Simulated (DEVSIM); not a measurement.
Structure: Mo/SiO2/n-Ge capacitor, at 300 K.

Layer 1 from the left is SiO2, thickness (nm) 8.50. Layer 2 from the left is Ge, thickness (nm) 3800, Nd (cm⁻³) 2.5e16.

Metal gate on the left, work function 4.6 eV. Fixed charge at the semiconductor interface 2.5e12 cm⁻² (in units of +e); interface traps 1.1e10 cm⁻² eV⁻¹, uniform in energy, neutral level at 0.5 of the gap above the valence band.

Constants are typed, rounded textbook-type inputs, not results; the design itself was drawn at random and stands for no fabricated device. Values at 300 K.

SiO2: gap (eV) 9, affinity (eV) 0.9, permittivity 3.9. Ge: gap (eV) 0.664, affinity (eV) 4, permittivity 16, Nc (cm⁻³) 1.04e19, Nv (cm⁻³) 6e18.

DEVSIM, 1D Poisson equation in equilibrium, Boltzmann statistics, complete ionisation; no quantum confinement or tunnelling. Metal contacts follow the ideal Schottky-Mott rule: no Fermi-level pinning, no interface dipoles.

Question: What does the simulation give for the threshold voltage (band bending 2φF), the flat-band voltage, the minimum of the low-frequency capacitance?

Answer: threshold voltage (band bending 2φF) -1.07 V; flat-band voltage -0.54 V; minimum of the low-frequency capacitance 0.0874 μF/cm².
